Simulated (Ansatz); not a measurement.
**Ansatz (a program for electronic structure) run on CdHgSe2 (Pmm2, 4 atoms in the cell): self-consistent single point**

Method of the run: LDA (PW92), default PAW files made with PBE (plane waves; Ansatz).

The input file:

Ansatz 0.2 input:
```yaml
crystal:
  lattice:
    - [4.342409, 0.000000, 0.000000]
    - [0.000000, 4.342409, 0.000000]
    - [0.000000, 0.000000, 6.128444]
  atoms:
    - { symbol: Cd, position_ang: [2.171204, 2.171204, 3.114224] }
    - { symbol: Hg, position_ang: [0.000000, 0.000000, 0.000000] }
    - { symbol: Se, position_ang: [0.000000, 2.171204, 1.550558] }
    - { symbol: Se, position_ang: [2.171204, 0.000000, 4.577886] }
basis:
  ecutwfc: 30.9 Ry
kpoints:
  mp_grid: { grid: [7, 7, 5] }
hamiltonian:
  xc: lda
  pseudopotentials: { kind: paw }
scf:
  occupations: { method: gaussian, width: 0.0073 Ry }
output:
  forces: true
  eigenvalues: true
  stress: true
```

Log, with long lists cut:

```
WARN ansatz: RAYON_NUM_THREADS=1 ignored (pool sized by the plan → 1); use --threads N
Pseudopotentials: kind: paw
Pseudopotential: Cd, paw, valence charge 20
Pseudopotential: Hg, paw, valence charge 20
Pseudopotential: Se, paw, valence charge 16
Crystal: 4 atoms, lattice volume = 115.561 Å³
Basis set: ecut = 420.4159175005146 eV, 2277 PW (Γ)
Bands: 44, of which v1, the nominal top of the filled ones, is band 36 counted from 1 (35 counted from 0)
Symmetry: 4 space group operations
Space group: Pmm2 (ITA 25), of the structure as read, at distance tolerance 4.9e-5 Å
k-points: 48 of 245 (time reversal used)
PAW frozen core: Cd, regenerated for the run's functional, and the local potential with it
PAW frozen core: Hg, regenerated for the run's functional, and the local potential with it
PAW frozen core: Se, regenerated for the run's functional, and the local potential with it
Initial density: superposition of atomic densities (neutral atoms: chi_scale 0, normalization atom), corrected by the library's trained network
Initial wavefunctions: pseudopotential atomic-orbital guess
Eigensolver: davidson
Functional: x = slater, c = lda
SCF iter   1: F=—  HF=-32408.235549 eV  |F-HF|=—  |Δ(HF+E_count)|=         —  Δρ=6.14e-3  dr2=3.55e-2  ethr=1.77e-3  ⟨swp⟩=6.7  Hψ=7747  notcnv=0  defer=12
all-band conjugate gradients solve this SCF's bands
preconditioner: auto → Resta (q_TF=auto, 2.521 Å⁻¹)
SCF iter   2: F=—  HF=-32408.226784 eV  |F-HF|=—  |Δ(HF+E_count)|=   8.77e-3  Δρ=2.83e-3  dr2=8.03e-3  ethr=4.93e-5  ⟨swp⟩=2.3  Hψ=3499  notcnv=0  defer=23
SCF iter   3: F=—  HF=-32408.225125 eV  |F-HF|=—  |Δ(HF+E_count)|=   1.66e-3  Δρ=8.87e-4  dr2=9.22e-4  ethr=1.12e-5  ⟨swp⟩=2.0  Hψ=2137  notcnv=0  defer=23
SCF iter   4: F=—  HF=-32408.225089 eV  |F-HF|=—  |Δ(HF+E_count)|=   3.58e-5  Δρ=2.00e-4  dr2=5.85e-5  ethr=1.28e-6  ⟨swp⟩=2.0  Hψ=2243  notcnv=0  defer=23
SCF iter   5: F=—  HF=-32408.225155 eV  |F-HF|=—  |Δ(HF+E_count)|=   6.62e-5  Δρ=6.89e-5  dr2=6.23e-6  ethr=8.13e-8  ⟨swp⟩=2.0  Hψ=2472  notcnv=0  defer=23
SCF iter   6: F=—  HF=-32408.225157 eV  |F-HF|=—  |Δ(HF+E_count)|=   1.46e-6  Δρ=1.88e-5  dr2=5.05e-7  ethr=8.66e-9  ⟨swp⟩=2.0  Hψ=3472  notcnv=0  defer=23
SCF iter   7: F=-32408.225157 eV  HF=-32408.225157 eV  |F-HF|=3.71e-8  |Δ(HF+E_count)|=   2.08e-7  Δρ=5.89e-6  dr2=3.82e-8  ethr=1.39e-10  ⟨swp⟩=8.7  Hψ=9348  notcnv=0
SCF 1 converged in 7 iterations: F = -32408.225157 eV  dr2 = 3.82e-8
SCF converged after 7 iterations
Free energy (F): -32408.225157 eV
Harris-Foulkes:  -32408.225157 eV  (|F-HF|=3.71e-8)
Internal energy: -32408.224328 eV  (E = F + TS)
E sigma→0 (E₀):  -32408.224742 eV
Entropy (-TS):   -0.000829 eV (-0.207 meV/atom)
Fermi energy:    7.475476 eV
--- Per-component energies (eV) ---
  E_band       = -1812.483332
  E_kinetic    = 1345.418312
  E_local      = -12310.963661  (includes V_loc(G=0)·N_el)
  E_nonlocal   = -1056.007175
  E_hartree    = 5724.680610
  E_xc         = -600.038178
  E_vxc        = -678.303013  (∫ρ·V_xc dr)
  E_paw        = -17256.795852  (= ΣΔE_a)
  E_vpaw       = -561.994010  (= ΣTr[D̂ρ^β])
  E_aug_tail   = -0.000405  (compensation charges beyond the density's cutoff)
  E_ewald      = -8260.295365
  E_core_change = 5.777386  (= ΣΔE_core)
  E_smearing   = -0.000829  (= −TS)
  E_closure    = -0.000000  (closes the sum)
  Σ components = -32408.225157   (vs F -32408.225157, Δ=0.00e0)
--- Forces (eV/Å), atoms counted from 1 ---
  atom   1  Cd     0.00000000     0.00000000    -0.28393326
  atom   2  Hg     0.00000000     0.00000000     0.08048447
  atom   3  Se     0.00000000     0.00000000     0.09141668
  atom   4  Se     0.00000000     0.00000000     0.11200924
  max |Σ_I F_I| component: 2.29e-5 eV/Å
--- Stress (GPa, compression-positive) ---
       -2.835479       0.000000       0.000000
        0.000000      -2.185041       0.000000
        0.000000       0.000000      -2.558505
  P = ⅓ Tr σ = -2.5263 GPa (-25.263 kbar)
  The stress holds the Pulay correction. Without it, at fixed plane waves, as pw.x and ABINIT print it: P = -2.5528 GPa
--- Band table (eV; the first three rows and the last of 48) ---
  k-point 0: bands = ["-106.8760", "-94.1822", "-55.3290", "-55.3280", "-55.3270", "-55.1902", "-55.1868", "-55.1867", "-39.8649", "-39.8631", "-39.8531", "-39.8435", "-39.8408", "-39.7813", "-39.7809", "-39.7606", "-39.7522", "-39.7474", "-5.5227", [...]
  k-point 1: bands = ["-106.8760", "-94.1822", "-55.3290", "-55.3280", "-55.3270", "-55.1902", "-55.1868", "-55.1867", "-39.8649", "-39.8631", "-39.8531", "-39.8435", "-39.8408", "-39.7813", "-39.7809", "-39.7606", "-39.7522", "-39.7474", "-5.4758", [...]
  k-point 2: bands = ["-106.8760", "-94.1822", "-55.3290", "-55.3280", "-55.3270", "-55.1902", "-55.1867", "-55.1867", "-39.8649", "-39.8631", "-39.8531", "-39.8435", "-39.8408", "-39.7813", "-39.7809", "-39.7606", "-39.7522", "-39.7474", "-5.3634", [...]
  k-point 47: bands = ["-106.8760", "-94.1822", "-55.3292", "-55.3280", "-55.3271", "-55.1902", "-55.1869", "-55.1869", "-39.8648", "-39.8632", "-39.8531", "-39.8436", "-39.8408", "-39.7814", "-39.7809", "-39.7606", "-39.7522", "-39.7474", [...]
```

The run converged in 7 iterations.

The starting cell comes from a database of computed structures (which also holds hypothetical and non-ambient phases and stackings), without a prior relaxation at this level. Its lattice was rescaled by up to half a per cent. One atom was moved a little off its site on purpose. Spin-orbit coupling is off. Ansatz's pressure includes its estimate of the finite-basis (Pulay) stress. The run gives no clean gap (levels at the Fermi energy touch, overlap or are partly filled at this smearing), which alone does not show that the compound is a metal.
